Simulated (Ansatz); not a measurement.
The reference is BaHfO$_{3}$ in the cubic perovskite structure (space group Pm-3m, No. 221; a = 4.158 Å).

All numbers come from Ansatz (a first-principles code), PBEsol, PAW, cutoff 420 eV, without spin-orbit coupling.

Base values:

| Item | Result |
|---|---|
| Band gap | 3.58 eV |
| Electron mass | 0.33, 0.33, 2.2 mₑ (at Γ) |
| Lattice parameter a | 4.158 Å |

Perturbation: a hydrostatic pressure of 3 GPa.

Problem. What happens to the band gap, electron mass and lattice parameter a?

Solution. The band gap increases by 0.032 eV, from 3.58 eV to 3.62 eV; the electron mass (degenerate bands, along [100]) changes from 0.33, 0.33, 2.2 mₑ (at Γ) to 0.32, 0.32, 2.2 mₑ (at Γ); the lattice parameter a drops by 0.024 Å, from 4.158 Å to 4.134 Å.

With Hf present, leaving out spin-orbit coupling can change the band edges. Load acts through the strain it causes; cell and atoms are relaxed under it. Effective masses come from finite differences of ±0.01 Å⁻¹. Whether these cells are dynamically stable was not tested. The base started in P4mm and relaxed to Pm-3m at this level.
